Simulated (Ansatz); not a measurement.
**A computed series for CdS: pressure series**

The parent structure is CdS in the zinc blende structure (space group F-43m, No. 216).

Space group F-43m (No. 216); a = 5.9267 Å, b = 5.9267 Å, c = 5.9267 Å, α = 90.00°, β = 90.00°, γ = 90.00°

```json
[
 {"atom": "Cd", "site": "4a", "symmetry": "-43m", "x": "0.0000", "y": "0.0000", "z": "0.0000"},
 {"atom": "S", "site": "4d", "symmetry": "-43m", "x": "0.7500", "y": "0.7500", "z": "0.7500"}
]
```
(The calculation used a cell of 2 atoms; values per cell refer to that cell.)

Cell and atoms are relaxed at each pressure.

Method: plane-wave PAW DFT at the PBE level (Ansatz, a first-principles code, 420 eV), without spin-orbit coupling.

Notes on the quantities. enthalpy: H = E + PV relative to the base's energy; hole mass: degenerate bands, along [100].

```tsv
variant	enthalpy	hole mass	shortest interatomic distance	band gap
base	–	0.13, 0.82, 0.82 mₑ (at Γ)	2.566 Å	1.04 eV
pressure −2 GPa	-0.33 eV/atom	0.12, 0.87, 0.87 mₑ (at Γ)	2.602 Å	0.95 eV
pressure −1 GPa	-0.16 eV/atom	0.12, 0.85, 0.85 mₑ (at Γ)	2.583 Å	1.00 eV
pressure 0.9 GPa	+0.14 eV/atom	0.13, 0.81, 0.81 mₑ (at Γ)	2.552 Å	1.08 eV
pressure 2.1 GPa	+0.33 eV/atom	0.13, 0.78, 0.78 mₑ (at Γ)	2.536 Å	1.12 eV
pressure 4.5 GPa	+0.70 eV/atom	0.14, 0.75, 0.75 mₑ (at Γ)	2.506 Å	1.20 eV
pressure 9 GPa	+1.37 eV/atom	0.15, 0.69, 0.69 mₑ (at Γ)	2.461 Å	1.31 eV
pressure 15 GPa	+2.20 eV/atom	0.15, 0.64, 0.64 mₑ (at Γ)	2.413 Å	1.42 eV
pressure 22.5 GPa	+3.18 eV/atom	0.16, 0.59, 0.59 mₑ (at Γ)	2.367 Å	1.52 eV
pressure 30 GPa	+4.12 eV/atom	___	___	___
```

Task: Complete the table.

Result: 
- pressure 30 GPa, hole mass: 0.17, 0.55, 0.55 mₑ (at Γ)
- pressure 30 GPa, shortest interatomic distance: 2.330 Å
- pressure 30 GPa, band gap: 1.59 eV

Load acts through the strain it causes; cell and atoms are relaxed under it. Effective masses come from finite differences of ±0.01 Å⁻¹. No phonon test of stability was made. Tetrahedral semiconductors of this kind turn to denser phases somewhere between about 1 and 50 GPa; those were not computed, so compressed cells here can lie past the real transition.
